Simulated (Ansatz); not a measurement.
# Pressure series in HfC

Consider HfC in the rock salt structure (space group Fm-3m, No. 225).

```
HfC
1.0
    0.00000     2.30361     2.30361
    2.30361     0.00000     2.30361
    2.30361     2.30361     0.00000
Hf C
1 1
Direct
  0.00000   0.00000   0.00000
  0.50000   0.50000   0.50000
```

Cell and atoms are relaxed at each pressure.

Level of theory: plane-wave PAW DFT at the PBEsol level (Ansatz, an electronic-structure program, 420 eV), no SOC.

Notes on the quantities. enthalpy: H = E + PV relative to the base's energy.

| case | shortest interatomic distance | enthalpy | density |
|---|---|---|---|
| base | 2.304 Å | – | 12.94 g/cm³ |
| pressure −2 GPa | ? | -0.15 eV/atom | ? |
| pressure −1 GPa | 2.307 Å | -0.08 eV/atom | 12.89 g/cm³ |
| pressure 0.9 GPa | 2.301 Å | +0.07 eV/atom | 12.99 g/cm³ |
| pressure 2.1 GPa | 2.297 Å | +0.16 eV/atom | 13.05 g/cm³ |
| pressure 4.5 GPa | 2.290 Å | +0.34 eV/atom | 13.17 g/cm³ |
| pressure 9 GPa | 2.278 Å | +0.67 eV/atom | 13.39 g/cm³ |
| pressure 15 GPa | 2.262 Å | +1.11 eV/atom | 13.66 g/cm³ |
| pressure 22.5 GPa | 2.245 Å | +1.65 eV/atom | 13.99 g/cm³ |
| pressure 30 GPa | 2.228 Å | +2.17 eV/atom | 14.29 g/cm³ |

Task: Fill in the withheld entries from the trend.

Result: 
- pressure −2 GPa, shortest interatomic distance: 2.310 Å
- pressure −2 GPa, density: 12.83 g/cm³

Load acts through the strain it causes; cell and atoms are relaxed under it. Whether these cells are dynamically stable was not tested. Competing high-pressure phases were not computed. All final runs are without spin polarisation.
